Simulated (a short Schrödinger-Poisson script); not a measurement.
Stack: symmetric double-gate stack, Si3N4 on p-type Si(100), at 300 K.

```csv
layer,material,thickness (nm),Na (cm⁻³)
1,Si3N4,2.7,-
2,Si,8,1e16
3,Si3N4,2.7,-
```

Constants are typed, rounded textbook-type inputs, not results; the design itself was drawn at random and stands for no fabricated device. Si3N4: permittivity 7.5, conduction-band edge (eV) 1.95, gap (eV) 5.1, electron mass (mₑ) 0.5. Si: permittivity 11.7, conduction-band edge (eV) 0, gap (eV) 1.124, Nv at 300 K (cm⁻³) 3.1e19.

Channel valleys (confinement mass, in-plane density-of-states mass, number): Δ2 0.916, 0.19, 2; Δ4 0.19, 0.417, 4. At the gates, both at one voltage, the conduction-band edge of layer 1 lies 2.26 eV − eVg above the Fermi level of the channel. Gaps are held at their typed values at every temperature. Mesh 0.03 nm at interfaces.

From a short Schrödinger-Poisson script (our own, NumPy): 1D Poisson equation in equilibrium, electrons quantum, Hartree (BenDaniel-Duke, 12 states a valley, the channel's in-plane mass for all, wave functions ending at the dielectric), parabolic valleys, classical holes, full ionisation, no traps, pinning or gate leakage.

The same stack at other levels of the model or other numerical settings:

```csv
run,sheet density of all electrons at Vg = 1 V (cm⁻²),sheet density of all electrons at Vg = 0.4 V (cm⁻²),capacitance of both gates at Vg = 1 V (μF/cm²),gate voltage at 1e11 electrons/cm² (V),rough cost against the base
base,1.53e13,2.61e12,3.69,0.19,about 1
"electrons treated as classical, Boltzmann",___,3.44e12,4.53,0.18,0.04
"electrons treated as classical, Fermi-Dirac",___,3.40e12,___,0.18,0.1
mesh six times as coarse,1.53e13,2.61e12,3.69,0.19,0.3
```

Q: Complete the blanks.

A: 
- electrons treated as classical, Fermi-Dirac, capacitance of both gates at Vg = 1 V (μF/cm²): 4.24
- electrons treated as classical, Fermi-Dirac, sheet density of all electrons at Vg = 1 V (cm⁻²): 1.84e13
- electrons treated as classical, Boltzmann, sheet density of all electrons at Vg = 1 V (cm⁻²): 1.93e13

The classical rows ignore confinement, and Boltzmann statistics overrate the density once the band edge passes the Fermi level.
